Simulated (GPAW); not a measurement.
```xyz
6
Lattice="-2.2096 3.4181 4.0057 2.2096 -3.4181 4.0057 2.2096 3.4181 -4.0057" Properties=species:S:1:pos:R:3 pbc="T T T"
Ca     0.0000     1.7091     3.6668
Ca     2.2096     1.7091     0.3389
Au     2.2096    -0.2683     2.7231
Au     0.0000     3.6865     1.2826
Au     0.0000     0.2683     6.7288
Au     2.2096     3.1498    -2.7231
```

Level of theory: PBEsol, GPAW PAW datasets PBEsol (made by gpaw-setup) (plane waves; GPAW).

The set-up and first iterations of a GPAW log for CaAu2 (Imma, 6 atoms in the cell):

```
Input parameters:
  convergence: {density: 1e-05}
  kpts: [5 5 5]
  maxiter: 100
  mode: {ecut: 550,
         name: pw}
  nbands: -14
  occupations: {name: methfessel-paxton,
                order: 0,
                width: 0.1}
  symmetry: {symmorphic: False,
             tolerance: 0.0005}
  xc: PBEsol

species:
  Ca:
    name: Calcium
    Z: 20.0
    valence: 10
    core: 10
    charge: 0.0
    file: Ca.PBEsol.gz

    # Using partial waves for Ca as LCAO basis

  Au:
    name: Gold
    Z: 79.0
    valence: 11
    core: 68
    charge: 0.0
    file: Au.PBEsol.gz

    # Using partial waves for Au as LCAO basis

Reference energy: -2102797.728048  # eV

Spin-paired calculation

Convergence criteria:
 Maximum [total energy] change in last 3 cyles: 0.0005 eV / valence electron
 Maximum integral of absolute [dens]ity change: 1e-05 electrons / valence electron
 Maximum integral of absolute [eigenst]ate change: 4e-08 eV^2 / valence electron
   [... lines left out ...]
  Linear mixing parameter: 0.05
  old densities: 5
  Damping of long wavelength oscillations: 50

Hamiltonian:
  XC and Coulomb potentials evaluated on a 64*64*64 grid
  External potential:
    NoExternalPotential

XC parameters: PBEsol with 2 nearest neighbor stencil

Number of atoms: 6
Number of atomic orbitals: 46
Number of bands in calculation: 46
Number of valence electrons: 64
Bands to converge: occupied

Density initialized from atomic densities
  46 bands from LCAO basis set

Atomic positions and initial magnetic moments

Positions:
   0 Ca    -0.000000    1.709074    3.666813    ( 0.0000,  0.0000,  0.0000)
   1 Ca     2.209639    1.709074    0.338882    ( 0.0000,  0.0000,  0.0000)
   2 Au     2.209639   -0.268325    2.723071    ( 0.0000,  0.0000,  0.0000)
   3 Au     0.000000    3.686473    1.282624    ( 0.0000,  0.0000,  0.0000)
   4 Au     0.000000    0.268325    6.728766    ( 0.0000,  0.0000,  0.0000)
   5 Au     2.209639    3.149823   -2.723071    ( 0.0000,  0.0000,  0.0000)

Unit cell:
           periodic     x           y           z      points  spacing
  1. axis:    yes   -2.209639    3.418148    4.005695    32     0.1625
  2. axis:    yes    2.209639   -3.418148    4.005695    32     0.1209
  3. axis:    yes    2.209639    3.418148   -4.005695    32     0.1160

  Lengths:   5.710677   5.710677   5.710677
  Angles:  134.472635 106.467204  90.914766

Effective grid spacing dv^(1/3) = 0.1546
     iter     time        total  log10-change:
                         energy   eigst   dens
iter:   1 --:--:--   -26.240717
iter:   2 --:--:--   -26.143584   -0.50  -1.29
iter:   3 --:--:--   -24.174194   -1.43  -1.31
iter:   4 --:--:--   -23.681570   -1.42  -1.57
iter:   5 --:--:--   -23.760573   -2.14  -1.85
iter:   6 --:--:--   -23.587629   -2.44  -1.96
iter:   7 --:--:--   -23.555745   -2.54  -2.24
iter:   8 --:--:--   -23.552027   -3.50  -2.52
iter:   9 --:--:--   -23.551629c  -4.79  -2.87
iter:  10 --:--:--   -23.552605c  -4.45  -2.88
iter:  11 --:--:--   -23.551957c  -4.61  -2.78
iter:  12 --:--:--   -23.551778c  -5.34  -2.81
iter:  13 --:--:--   -23.554263c  -3.78  -2.85
```

Will this run converge, and how will it end?

The run converged in 32 iterations. Its thresholds were met; that alone does not show that basis and mesh suffice. It ends on: free energy E − TS (from the program's reference atoms) -23.5569 eV; Fermi level (on the code's own zero) 8.14 eV; pressure 9.45 GPa; largest force (vector length) 0.031 eV/Å. The log goes on:

```
   [... 6 lines left out ...]
iter:  20 --:--:--   -23.551170c  -4.62  -3.21
iter:  21 --:--:--   -23.551169c  -5.96  -3.73
iter:  22 --:--:--   -23.551164c  -6.49  -3.78
iter:  23 --:--:--   -23.551150c  -6.44  -3.86
iter:  24 --:--:--   -23.551148c  -7.61c -4.01
iter:  25 --:--:--   -23.551149c  -6.94  -4.05
iter:  26 --:--:--   -23.551144c  -6.61  -4.19
iter:  27 --:--:--   -23.551145c  -8.21c -4.58
iter:  28 --:--:--   -23.551145c  -8.53c -4.65
iter:  29 --:--:--   -23.551145c  -7.80c -4.71
iter:  30 --:--:--   -23.551144c  -9.05c -4.82
iter:  31 --:--:--   -23.551144c  -8.32c -4.87
iter:  32 --:--:--   -23.551144c  -8.58c -5.10c
Converged after 32 iterations.

Dipole moment: (0.000000, -0.000000, 0.000000) |e|*Ang

Energy contributions relative to reference atoms: (reference = -2102797.728048)

Kinetic:        -16.403933
Potential:      +16.683922
External:        +0.000000
XC:             -23.341231
Entropy (-ST):   -0.011526
Local:           -0.484139
SIC:             +0.000000
--------------------------
Free energy:    -23.556907
Extrapolated:   -23.551144

Showing only first 2 kpts
 Kpt  Band  Eigenvalues  Occupancy
  0    30      6.93448    2.00000
  0    31      8.67213    0.00000
  0    32      9.14076    0.00000
  0    33      9.19781    0.00000

  1    30      6.67296    2.00000
  1    31      7.09005    2.00000
  1    32      8.04371    1.84128
  1    33      8.88315    0.00000

Fermi level: 8.14337

No gap
No difference between direct/indirect transitions
Energy (eV): -23.551144

Forces in eV/Ang:
  0 Ca    0.00000    0.00000   -0.03098
  1 Ca    0.00000   -0.00000    0.03098
  2 Au    0.00000   -0.02920   -0.00845
  3 Au    0.00000    0.02920    0.00845
  4 Au    0.00000    0.02920   -0.00845
  5 Au    0.00000   -0.02920    0.00845

Stress tensor:
    -0.071703     0.000000     0.000000
     0.000000    -0.038713     0.000000
     0.000000     0.000000    -0.066545
Stress (GPa, Voigt): [-11.4882  -6.2025 -10.6617   0.       0.       0.    ]
```

For comparison: a first run was changed to give this one (lattice scaled by 0.98), and from it to this one the free energy rises by 46.2 meV/atom, the pressure goes from 2.57 to 9.45 GPa and the largest force hardly changes (0.028 to 0.031 eV/Å).

The starting cell comes from a database of computed structures (which also holds hypothetical and non-ambient phases and stackings), without a prior relaxation at this level. Its lattice was rescaled by a random factor within 2.5 % of one. For this run, on top of that: lattice scaled by 0.98. Spin-orbit coupling is off. With a pressure of about 9 GPa the cell is away from its equilibrium volume at this level.

The run was DFT PBEsol, plane waves, GPAW PAW datasets PBEsol (made by gpaw-setup). Main settings of its input:

| key | value |
|---|---|
| mode | pw |
| ecut | 550 eV |
| xc | PBEsol |
| kpts | 5 5 5 |
| mesh shift (steps) | 0 0 0 |
| occupations.name | methfessel-paxton |
| occupations.width | 0.1 eV |
| occupations.order | 0 |
| nbands | -14 |
| convergence.density | 1e-05 e/electron |
| symmetry.symmorphic | false |
| symmetry.tolerance | 0.0005 |
